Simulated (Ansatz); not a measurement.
System: N vacancy in wurtzite AlN (charge state +3). Calculation: PBE, PAW (plane waves to 420 eV; Ansatz, a program for electronic structure).

Settings: 72 host sites, the relaxed PBE lattice, the Γ point alone, smearing 0.01 eV, spin-restricted, no image-charge correction. Energies are static. The charge state is imposed; whether it is stable for some Fermi level was not computed. Forms of the defect that were not tried may lie lower.

Barriers: single points on a 2×2×2 k-point mesh shifted by half a step along c at the bands' geometries (they differ from the bands' own by up to 0.22 eV, and are uncertain by about as much).

Relaxed starting cell (atoms counted from 1):

```
Al36N35
1.0
    9.39076     0.00000     0.00000
   -4.69538     8.13264     0.00000
    0.00000     0.00000    10.03632
Al N
36 35
Direct
  0.22213   0.11123   0.18259
  0.22212   0.11120   0.75501
  0.22309   0.44529   0.24627
  0.22573   0.45008   0.75160
  0.22308   0.77812   0.24630
  0.22571   0.77597   0.75161
  0.55524   0.11029   0.24629
  0.55737   0.10765   0.75161
  0.55525   0.44532   0.24626
  0.55737   0.45008   0.75160
  0.55545   0.77791   0.24853
  0.55545   0.77790   0.75012
  0.88807   0.11028   0.24628
  0.88327   0.10763   0.75160
  0.88880   0.44457   0.24737
  0.88880   0.44457   0.74941
  0.88805   0.77812   0.24624
  0.88327   0.77598   0.75161
  0.08853   0.24482   0.51399
  0.10584   0.22752   0.99418
  0.11121   0.55575   0.49755
  0.11018   0.55525   0.00005
  0.08848   0.84397   0.51398
  0.10583   0.87864   0.99419
  0.48937   0.24487   0.51397
  0.45472   0.22754   0.99420
  0.44543   0.55786   0.50041
  0.44510   0.55719   0.99978
  0.44541   0.88795   0.50043
  0.44509   0.88827   0.99978
  0.77762   0.22217   0.49755
  0.77811   0.22319   0.00005
  0.77759   0.55577   0.49755
  0.77811   0.55526   0.00003
  0.77550   0.88795   0.50041
  0.77618   0.88827   0.99977
  0.22213   0.11123   0.95250
  0.22334   0.44445   0.43912
  0.22293   0.44678   0.93981
  0.22333   0.77918   0.43916
  0.22292   0.77648   0.93981
  0.55419   0.11003   0.43915
  0.55688   0.11045   0.93981
  0.55417   0.44451   0.43912
  0.55688   0.44679   0.93981
  0.55545   0.77791   0.44018
  0.55545   0.77791   0.94049
  0.88890   0.11003   0.43913
  0.88658   0.11044   0.93980
  0.88880   0.44459   0.44005
  0.88880   0.44457   0.94016
  0.88884   0.77919   0.43911
  0.88657   0.77649   0.93981
  0.10965   0.22370   0.18744
  0.11178   0.22156   0.69349
  0.11118   0.55575   0.19135
  0.11108   0.55570   0.68789
  0.10964   0.88627   0.18745
  0.11176   0.89051   0.69348
  0.44709   0.22373   0.18746
  0.44281   0.22158   0.69347
  0.44420   0.55539   0.19087
  0.44455   0.55609   0.68999
  0.44419   0.88918   0.19088
  0.44454   0.88882   0.69002
  0.77761   0.22219   0.19135
  0.77765   0.22228   0.68789
  0.77761   0.55576   0.19133
  0.77765   0.55571   0.68789
  0.77798   0.88917   0.19086
  0.77727   0.88881   0.69000
```
Cell charge +3.

End state 1 differs by these moves (Å; atoms that move under 0.08 Å are left out):

```tsv
atom	element	Δx	Δy	Δz
1	Al	0.01	0.01	0.64
5	Al	-0.01	0.00	-0.64
8	Al	-0.04	0.07	0.00
19	Al	0.32	-0.18	-0.16
20	Al	0.07	-0.05	0.06
21	Al	0.00	-0.37	0.16
22	Al	0.01	-0.08	-0.06
23	Al	-0.32	0.55	0.00
24	Al	-0.07	0.13	0.00
25	Al	-0.32	-0.17	-0.14
26	Al	-0.07	-0.03	0.06
29	Al	0.30	0.19	0.14
30	Al	0.06	0.05	-0.06
37	N	0.00	0.02	-0.13
40	N	-1.56	2.70	0.00
41	N	-0.01	0.01	0.13
```

Problem. What forward and backward barriers to end state 1 does PBE, PAW give?

Solution. forward 3.04 eV, backward 3.04 eV; at the saddle point atom 40 has neighbours Al at 1.81, 2 Al at 2.19 Å. The program found a first-order saddle point.

End state 2 differs by these moves (Å; atoms that move under 0.08 Å are left out):

```tsv
atom	element	Δx	Δy	Δz
1	Al	-0.08	-0.04	0.62
2	Al	-0.32	-0.18	0.09
8	Al	0.28	-0.15	0.12
9	Al	0.00	0.08	-0.02
10	Al	0.01	0.32	0.12
19	Al	0.31	-0.18	-0.18
20	Al	0.04	-0.01	0.07
23	Al	0.00	0.36	-0.18
24	Al	0.01	0.04	0.07
25	Al	-0.32	-0.18	-0.82
26	Al	-0.08	-0.04	0.11
37	N	0.01	0.01	-0.09
60	N	-0.02	-0.01	0.15
61	N	-1.58	-0.91	-2.57
```

Problem. Estimate the forward and backward barriers to end state 2 that PBE, PAW returns for this input.

Solution. forward 2.80 eV, backward 2.80 eV; at the saddle point atom 61 has neighbours Al at 1.75, Al at 1.84 Å. The check of the saddle point's order was inconclusive.
